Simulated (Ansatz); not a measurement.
The structure below was relaxed with PBEsol (Ansatz, a program for electronic structure, PAW, no spin-orbit coupling), earlier PAW set.

Space group Fm-3m (No. 225); a = 4.0737 Å, b = 4.0737 Å, c = 4.0737 Å, α = 90.00°, β = 90.00°, γ = 90.00°

```json
[
 {"atom": "N", "site": "4a", "symmetry": "m-3m", "x": "0.0000", "y": "0.0000", "z": "0.0000"},
 {"atom": "V", "site": "4b", "symmetry": "m-3m", "x": "0.5000", "y": "0.5000", "z": "0.5000"}
]
```

Q: Write out a cell with all atoms.

A: 
```
VN
1.0
    4.07365     0.00000     0.00000
    0.00000     4.07365     0.00000
    0.00000     0.00000     4.07365
N V
4 4
Direct
  0.00000   0.00000   0.00000
  0.00000   0.50000   0.50000
  0.50000   0.00000   0.50000
  0.50000   0.50000   0.00000
  0.50000   0.00000   0.00000
  0.50000   0.50000   0.50000
  0.00000   0.00000   0.50000
  0.00000   0.50000   0.00000
```
This is the conventional cell.

Whether these cells are dynamically stable was not tested. Starting moments died away, wholly or in part, for Nb → V; another magnetic solution may exist. The final runs are not spin-polarised. The cell was made from NbN by this change: Nb → V.
